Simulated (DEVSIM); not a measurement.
**abrupt GaAs n-p junction**

Structure: abrupt GaAs n-p junction, at 250 K.

| layer (left to right) | material | thickness (μm) | Nd (cm⁻³) | Na (cm⁻³) | τn (s) | τp (s) |
|---|---|---|---|---|---|---|
| 1 | GaAs | 1.50 | 1.5e17 | - | 3.9e-8 | 3.9e-8 |
| 2 | GaAs | 1.00 | - | 2.7e14 | 3.9e-8 | 3.9e-8 |

Left contact: ohmic. Right contact: ohmic. Voltage is applied to the left contact. Recombination: SRH at mid-gap. Mobility is μmin + (μ − μmin)/(1 + (N/Nref)^α).

This is a model device: material constants are rounded textbook-type values typed into the input, and sizes, dopings and lifetimes were drawn at random. Values at 300 K; Nc and Nv go as T^1.5, mobilities as T to minus their exponent, the gap by Varshni's rule with the affinity fixed.

```csv
parameter,GaAs
gap (eV),1.424
affinity (eV),4.07
permittivity,12.9
Nc (cm⁻³),4.7e17
Nv (cm⁻³),9e18
μn (cm²/Vs),8500
μp (cm²/Vs),400
"μn,min",500
"μp,min",20
"Nref,n",6e16
"Nref,p",1.5e17
αn,0.39
αp,0.38
T exponent of μn,2.1
T exponent of μp,2.2
Varshni α (eV/K),0.000541
Varshni β (K),204
```

Model (solved in DEVSIM): 1D drift-diffusion, Boltzmann statistics, complete ionisation; no tunnelling, impact ionisation, image-force lowering or self-heating.

```
Quantity                                           Result
---------------------------------------------  ----------
Potential step across the device at zero bias     1.209 V
Largest field in the device at zero bias       21000 V/cm
Dark forward voltage at 1 A/cm²                   0.940 V
Dark forward voltage at 100 A/cm²                 1.067 V
```

Dark reverse current:

```csv
V (V),J (A/cm²)
0.10,8.6e-14
0.25,1.7e-13
0.50,2.7e-13
0.75,3.5e-13
1.00,4.0e-13
1.50,4.9e-13
2.00,5.5e-13
2.50,5.9e-13
3.25,6.4e-13
4.00,6.7e-13
5.00,7.0e-13
```

Dark forward current:

(V (V), J (A/cm²)): (-0.05, -1.2e-13); (-0.10, -5.1e-13); (-0.15, -1.8e-12); (-0.25, -2.1e-11); (-0.30, -7.1e-11); (-0.35, -2.5e-10); (-0.40, -8.9e-10); (-0.45, -3.5e-9); (-0.55, -9.6e-8); (-0.60, -6.8e-7); (-0.65, -5.5e-6); (-0.70, -4.6e-5); (-0.80, -0.0033); (-0.85, -0.026); (-0.90, -0.20); (-0.95, -1.5); (-1.00, -10.0); (-1.10, -280); (-1.15, -1100); (-1.20, -3600)
